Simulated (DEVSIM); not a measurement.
System: illuminated Si n-on-p cell, one wavelength, with a back-surface field, at 300 K.

| layer (left to right) | material | thickness (μm) | Nd (cm⁻³) | Na (cm⁻³) | τn (s) | τp (s) | absorption coefficient (cm⁻¹) |
|---|---|---|---|---|---|---|---|
| 1 | Si | 0.250 | 9.9e17 | - | 4.6e-5 | 1e-5 | 18000 |
| 2 | Si | 70.0 | - | 1.4e15 | 0.00016 | 0.00016 | 18000 |
| 3 | Si | 0.190 | - | 2.5e18 | 0.00016 | 0.00016 | 18000 |

Left contact: ohmic, minority hole recombination velocity 3e5 cm/s. Right contact: ohmic, minority electron recombination velocity 2000 cm/s. Voltage is applied to the left contact. Recombination: SRH at mid-gap, radiative, Auger. Light enters at the left, 2.6e16 photons cm⁻² s⁻¹, one pass, no reflection. Mobility is μmin + (μ − μmin)/(1 + (N/Nref)^α).

Constants are typed, rounded textbook-type inputs, not results; the design itself was drawn at random and stands for no fabricated device. Values at 300 K.

```tsv
parameter	Si
gap (eV)	1.124
affinity (eV)	4.05
permittivity	11.7
Nc (cm⁻³)	2.86e19
Nv (cm⁻³)	3.1e19
μn (cm²/Vs)	1417
μp (cm²/Vs)	470
μn,min	52
μp,min	45
Nref,n	9.7e16
Nref,p	2.2e17
αn	0.68
αp	0.72
B (cm³/s)	4.7e-15
Cn (cm⁶/s)	2.8e-31
Cp (cm⁶/s)	9.9e-32
```

DEVSIM, 1D drift-diffusion, Boltzmann statistics, complete ionisation; no tunnelling, impact ionisation, image-force lowering or self-heating.

Base results: largest power (mW/cm²) 1.61; fill factor 0.81; share of generated pairs collected at short circuit 0.874; dark forward voltage at 1 A/cm² (V) 0.706.

Task: What follows from this one change: thickness of layer 2 70 → 350 μm?

Result: largest power 1.61 → 1.56 mW/cm²; fill factor little changed (0.81); share of generated pairs collected at short circuit little changed (0.874); dark forward voltage at 1 A/cm² 0.706 → 0.730 V.

Task: What follows from this one change: recombination velocity at the left contact 300000 → 1000 cm/s?

Result: largest power 1.61 → 2.01 mW/cm²; fill factor 0.81 → 0.80; share of generated pairs collected at short circuit 0.874 → 0.998; dark forward voltage at 1 A/cm² 0.706 → 0.795 V.

Task: What follows from this one change: constant mobility in place of the doping-dependent one?

Result: largest power 1.61 → 1.67 mW/cm²; fill factor little changed (0.81); share of generated pairs collected at short circuit 0.874 → 0.926; dark forward voltage at 1 A/cm² 0.706 → 0.694 V.
